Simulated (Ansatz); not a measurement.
An Ansatz (a program for electronic structure) run: GaCuSe2 with a change (tensor shear ε_xz = +0.80 %); PBEsol (Ansatz, PAW, no spin-orbit coupling).

Input:

Ansatz 0.2 input:
```yaml
crystal:
  lattice:
    - [-2.7407189836, 2.7850181027, 5.5151097459]
    - [2.8293172218, -2.7850181027, 5.5596700355]
    - [2.7407189836, 2.7850181027, -5.5151097459]
  atoms:
    - { symbol: Ga, position: [0.5, 0.5, 0] }
    - { symbol: Ga, position: [0.25, 0.75, 0.5] }
    - { symbol: Cu, position: [0, 0, 0] }
    - { symbol: Cu, position: [0.75, 0.25, 0.5] }
    - { symbol: Se, position: [0.875, 0.8832010598, 0.5082010598] }
    - { symbol: Se, position: [0.1167989402, 0.625, 0.9917989402] }
    - { symbol: Se, position: [0.375, 0.3667989402, 0.4917989402] }
    - { symbol: Se, position: [0.6332010598, 0.125, 0.0082010598] }
basis: { ecutwfc: 420, ecutrho_ratio: 4, xc_grid: 2, fft_grid_basis: typed }
kpoints: { mp_grid: { grid: [8, 8, 8] } }
hamiltonian:
  xc: pbesol
  dispersion: none
  pseudopotentials: { kind: paw }
scf: { occupations: { method: fermi_dirac, width: 0.05 }, convergence: { dr2_threshold: 0.0000000008 } }
relax: { f_tol: 0.005, max_steps: 50 }
output: { forces: true, stress: true }
checkpoint: { write: state.ck, write_every: 1000 }
```

Output (explanatory and most iteration lines left out):

```
Relaxation: its limit of steps is 50 (relax.max_steps)
Pseudopotential: Ga, paw, valence charge 13
Pseudopotential: Cu, paw, valence charge 19
Pseudopotential: Se, paw, valence charge 16
Crystal: 8 atoms, lattice volume = 171.788 Å³
Basis set: ecut = 420 eV, 3387 PW (Γ), exchange–correlation on 96×96×96 points (8 copies of the dense FFT grid, shifted against one another)
Bands: 77, of which v1, the nominal top of the filled ones, is band 64 counted from 1 (63 counted from 0)
Symmetry: 2 space group operations
Space group: C2 (ITA 5), of the structure as read, at distance tolerance 5.6e-5 Å
k-points: 150 of 512 (time reversal used)
Functional: x = pbesol(κ = 0.804, μ = 0.12345679012345678), c = pbesol(β = 0.046)
SCF iter   1: F=—  HF=-42364.433326 eV  |F-HF|=—  |Δ(HF+E_count)|=         —  Δρ=9.04e-3  dr2=9.60e-2  ethr=1.77e-3  ⟨swp⟩=5.9  Hψ=40657  notcnv=0  defer=19
SCF iter   2: F=—  HF=-42364.437095 eV  |F-HF|=—  |Δ(HF+E_count)|=   3.77e-3  Δρ=9.05e-3  dr2=9.14e-2  ethr=7.50e-5  ⟨swp⟩=2.0  Hψ=24076  notcnv=0  defer=827
SCF 1 converged in 11 iterations: F = -42364.414887 eV  dr2 = 2.50e-10
relax step   1: F+E_penalty+E_count = -42364.41488668 eV  Δ(F+E_penalty+E_count) = +0.000e0 eV  max|allowed force component| = 1.214e-1 eV/Å  Δτ_max = 0.0000 Å  (11 SCF iters, accepted)
Crystal: 8 atoms, lattice volume = 171.788 Å³
SCF iter   1: F=—  HF=-42364.417431 eV  |F-HF|=—  |Δ(HF+E_count)|=         —  Δρ=5.98e-4  dr2=2.28e-4  ethr=1.79e-7  ⟨swp⟩=2.0  Hψ=32089  notcnv=0  defer=866
SCF iter   2: F=—  HF=-42364.417378 eV  |F-HF|=—  |Δ(HF+E_count)|=   5.30e-5  Δρ=3.13e-4  dr2=7.10e-5  ethr=1.78e-7  ⟨swp⟩=2.0  Hψ=11224  notcnv=0  defer=866
SCF 2 converged in 10 iterations: F = -42364.417295 eV  dr2 = 4.35e-10
relax step   2: F+E_penalty+E_count = -42364.41729528 eV  Δ(F+E_penalty+E_count) = -2.409e-3 eV  max|allowed force component| = 6.553e-2 eV/Å  Δτ_max = 0.0055 Å  (10 SCF iters, accepted)
Crystal: 8 atoms, lattice volume = 171.788 Å³
SCF iter   1: F=—  HF=-42364.418346 eV  |F-HF|=—  |Δ(HF+E_count)|=         —  Δρ=1.27e-3  dr2=1.68e-3  ethr=1.52e-5  ⟨swp⟩=3.5  Hψ=20738  notcnv=0  defer=861
SCF iter   2: F=—  HF=-42364.417975 eV  |F-HF|=—  |Δ(HF+E_count)|=   3.71e-4  Δρ=6.84e-4  dr2=5.80e-4  ethr=1.31e-6  ⟨swp⟩=1.0  Hψ=13350  notcnv=0  defer=861
SCF 3 converged in 10 iterations: F = -42364.417747 eV  dr2 = 7.92e-10
relax step   3: F+E_penalty+E_count = -42364.41774744 eV  Δ(F+E_penalty+E_count) = -4.522e-4 eV  max|allowed force component| = 4.224e-2 eV/Å  Δτ_max = 0.0162 Å  (10 SCF iters, accepted)
Crystal: 8 atoms, lattice volume = 171.788 Å³
SCF iter   1: F=—  HF=-42364.418746 eV  |F-HF|=—  |Δ(HF+E_count)|=         —  Δρ=8.98e-4  dr2=8.31e-4  ethr=5.93e-6  ⟨swp⟩=3.1  Hψ=20659  notcnv=0  defer=865
SCF iter   2: F=—  HF=-42364.418532 eV  |F-HF|=—  |Δ(HF+E_count)|=   2.15e-4  Δρ=4.78e-4  dr2=2.66e-4  ethr=6.49e-7  ⟨swp⟩=1.0  Hψ=13350  notcnv=0  defer=865
SCF 4 converged in 11 iterations: F = -42364.418395 eV  dr2 = 5.02e-10
relax step   4: F+E_penalty+E_count = -42364.41839467 eV  Δ(F+E_penalty+E_count) = -6.472e-4 eV  max|allowed force component| = 1.051e-2 eV/Å  Δτ_max = 0.0097 Å  (11 SCF iters, accepted)
Crystal: 8 atoms, lattice volume = 171.788 Å³
SCF iter   1: F=—  HF=-42364.418570 eV  |F-HF|=—  |Δ(HF+E_count)|=         —  Δρ=3.74e-4  dr2=1.85e-4  ethr=1.42e-6  ⟨swp⟩=2.3  Hψ=19617  notcnv=0  defer=865
SCF iter   2: F=—  HF=-42364.418535 eV  |F-HF|=—  |Δ(HF+E_count)|=   3.51e-5  Δρ=2.04e-4  dr2=7.43e-5  ethr=1.44e-7  ⟨swp⟩=1.0  Hψ=13350  notcnv=0  defer=865
SCF 5 converged in 10 iterations: F = -42364.418442 eV  dr2 = 3.23e-10
relax step   5: F+E_penalty+E_count = -42364.41844231 eV  Δ(F+E_penalty+E_count) = -4.765e-5 eV  max|allowed force component| = 3.220e-3 eV/Å  Δτ_max = 0.0062 Å  (10 SCF iters, accepted)
SCF converged after 10 iterations
Free energy (F): -42364.418442 eV
Internal energy: -42364.417859 eV  (E = F + TS)
E sigma→0 (E₀):  -42364.418150 eV
Entropy (-TS):   -0.000584 eV (-0.073 meV/atom)
Fermi energy:    9.007647 eV
--- Forces (eV/Å), atoms counted from 1 ---
  atom   1  Ga    -0.00046551     0.00098646    -0.00020575
  atom   2  Ga     0.00046551     0.00098646     0.00020575
  atom   3  Cu    -0.00121875    -0.00056814     0.00011841
  atom   4  Cu     0.00121875    -0.00056814    -0.00011841
  atom   5  Se    -0.00037626     0.00051186     0.00322035
  atom   6  Se     0.00000000    -0.00144614     0.00000000
  atom   7  Se     0.00037626     0.00051186    -0.00322035
  atom   8  Se     0.00000000    -0.00041695     0.00000000
--- Stress (GPa, compression-positive) ---
       -0.003818       0.000000      -0.673070
        0.000000      -0.003287       0.000000
       -0.673070       0.000000       0.003092
  P = ⅓ Tr σ = -0.0013 GPa (-0.013 kbar)
--- Relaxed structure (5 steps of the walk, 5 accepted, 0 SCFs on fresh bases) ---
  atoms:
    - { symbol: Ga, position: [0.5006536096495323, 0.4994699341731237, 7.421235847518415e-5] }
    - { symbol: Ga, position: [0.25060427818535164, 0.7505300658268763, 0.5011836754764086] }
    - { symbol: Cu, position: [0.002470456465895452, 0.0002442407210970484, 0.002775228208160722] }
    - { symbol: Cu, position: [0.7525309874870637, 0.249755759278903, 0.5022262157447985] }
    - { symbol: Se, position: [0.8729375441737799, 0.8827879523688623, 0.5066622614299154] }
    - { symbol: Se, position: [0.11530268197081768, 0.6250000000000001, 0.9903026819708178] }
    - { symbol: Se, position: [0.37387430906105323, 0.3672120476311379, 0.49014959180491763] }
    - { symbol: Se, position: [0.6316261330065065, 0.12499999999999997, 0.006626133006506501] }
```

The cells carry an imposed strain or load. Whether these cells are dynamically stable was not tested. All final runs are without spin polarisation. The cell was made from GaCuSe2 in the chalcopyrite structure (space group I-42d, No. 122) by this change: tensor shear ε_xz = +0.80 %.
